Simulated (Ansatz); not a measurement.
WAl2 (model structure, started from the RuAl2 type, Fddd, No. 70, 6 atoms in the cell) was calculated with PBEsol in Ansatz (plane waves, PAW).

Excerpt of the program's output:

```
Relaxation: its limit of steps is 80 (relax.max_steps)
Crystal: 6 atoms, lattice volume = 88.686 Å³
Basis set: ecut = 520 eV, 2387 PW (Γ), exchange–correlation on 90×80×72 points (8 copies of the dense FFT grid, shifted against one another)
Bands: 26, of which v1, the nominal top of the filled ones, is band 20 counted from 1 (19 counted from 0)
Symmetry: 8 space group operations
Space group: Fddd (ITA 70), of the structure as read, at distance tolerance 4.5e-5 Å
k-points: 428 of 2744
Functional: x = pbesol(κ = 0.804, μ = 0.12345679012345678), c = pbesol(β = 0.046)
SCF iter   1: F=—  HF=-22611.620091 eV  |F-HF|=—  |Δ(HF+E_count)|=         —  Δρ=3.95e-3  dr2=6.72e-3
SCF iter   2: F=—  HF=-22611.619367 eV  |F-HF|=—  |Δ(HF+E_count)|=   7.24e-4  Δρ=2.22e-3  dr2=2.21e-3
  ...
SCF 1 converged in 6 iterations: F = -22611.619218 eV  dr2 = 3.69e-8
Crystal: 6 atoms, lattice volume = 88.686 Å³
Basis set: ecut = 520 eV, 2391 PW (Γ), exchange–correlation on 90×80×72 points (8 copies of the dense FFT grid, shifted against one another)
Initial density: handed on by an earlier stage of this run
SCF 2 converged in 6 iterations: F = -22611.619552 eV  dr2 = 1.18e-11
Crystal: 6 atoms, lattice volume = 88.686 Å³
SCF 3 converged in 6 iterations: F = -22611.619648 eV  dr2 = 1.02e-12
Crystal: 6 atoms, lattice volume = 88.686 Å³
SCF iter   7: F=-22611.619649 eV  HF=-22611.619649 eV  |F-HF|=3.64e-12  |Δ(HF+E_count)|=    0.00e0  Δρ=4.09e-9  dr2=7.30e-15
SCF iter   8: F=-22611.619649 eV  HF=-22611.619649 eV  |F-HF|=0.00e0  |Δ(HF+E_count)|=    0.00e0  Δρ=8.69e-10  dr2=3.58e-16
SCF 4 converged in 8 iterations: F = -22611.619649 eV  dr2 = 3.58e-16
SCF converged after 8 iterations
Free energy (F): -22611.619649 eV
Internal energy: -22611.599128 eV  (E = F + TS)
E sigma→0 (E₀):  -22611.609389 eV
Fermi energy:    13.085572 eV
--- Forces (eV/Å), atoms counted from 1 ---
  atom   1  Al     0.00000000     0.00281404     0.00000000
  atom   2  Al    -0.00000000    -0.00281404     0.00000000
  atom   3  Al    -0.00000000    -0.00281404     0.00000000
  atom   4  Al     0.00000000     0.00281404     0.00000000
  atom   5  W      0.00000000     0.00000000     0.00000000
  atom   6  W     -0.00000000    -0.00000000     0.00000000
--- Stress (GPa, compression-positive) ---
        3.526823      -0.000000      -0.000000
       -0.000000       3.531589      -0.000000
       -0.000000      -0.000000       3.506064
  P = ⅓ Tr σ = 3.5215 GPa (35.215 kbar)
```

**Question.** Write an input file that could have produced this run (the log leaves some choices open).

**Answer.** One answer among several that fit: 
Ansatz 0.2 input:
```yaml
crystal:
  lattice:
    - [0.0, 4.1088371576, 4.4163391907]
    - [2.4436782748, 0.0, 4.4163391907]
    - [2.4436782748, 4.1088371576, 0.0]
  atoms:
    - { symbol: Al, position: [0.0830267296, 0.4169732704, 0.0830267296] }
    - { symbol: Al, position: [0.4169732704, 0.0830267296, 0.4169732704] }
    - { symbol: Al, position: [0.1669732704, 0.8330267296, 0.1669732704] }
    - { symbol: Al, position: [0.8330267296, 0.1669732704, 0.8330267296] }
    - { symbol: W, position: [0.75, 0.75, 0.75] }
    - { symbol: W, position: [0.5, 0.5, 0.5] }
basis:
  ecutwfc: 520
  ecutrho_ratio: 4
  xc_grid: 2
kpoints:
  mp_grid: { grid: [14, 14, 14] }
hamiltonian:
  xc: pbesol
  dispersion: none
  pseudopotentials: { kind: paw }
scf:
  occupations: { method: fermi_dirac, width: 0.05 }
output:
  forces: true
  stress: true
  eigenvalues: true
relax:
  f_tol: 0.004
  escape_saddle: false
  max_steps: 80
  cell: { stress_tol: 0.02, fix: [volume] }
```

The cell is one volume of an energy–volume scan, off the minimum.

The PAW data were made under PBE.

Note: the run has no spin polarisation, so it can have missed a magnetic state. Note: the relaxation could raise the start's symmetry but not lower it, so the cell can be a saddle point.

It cost around 6 core-minutes (rough) of CPU time.

A model structure was made by putting elements into a prototype or built by hand; it is no filed structure, need not be a known phase, and can be a saddle point held by its symmetry.

Ansatz is a quantum-chemistry and plane-wave program.
